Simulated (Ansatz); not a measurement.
The parent structure is TiTe2 in the CdI2 type structure (space group P-3m1, No. 164; layered, stacked along the Cartesian z axis).

```
CELL_PARAMETERS angstrom
      3.61775     0.00000     0.00000
     -1.80888     3.13307     0.00000
      0.00000     0.00000     6.22483
ATOMIC_POSITIONS crystal
  Ti 0.00000 0.00000 0.00000
  Te 0.33333 0.66667 0.27789
  Te 0.66667 0.33333 0.72211
```

Method: PBEsol-D3(BJ), PAW, 420 eV (Ansatz, a program for electronic structure; no spin-orbit coupling).

For the base:

* **Pressure**: 0.0 GPa

Perturbation: the cell is scaled by 1.0126 in all directions, atoms relaxed at fixed cell.

Question: What happens to the energy relative to the base, pressure and largest internal atomic displacement?

Answer: The energy rises by 5.4 meV/atom; the pressure (mean of the normal stresses, compression positive) goes from zero to -1.8 GPa; the largest internal atomic displacement amounts to 0.028 Å.

The cells carry an imposed strain or load. No phonon test of stability was made. The final runs are not spin-polarised.
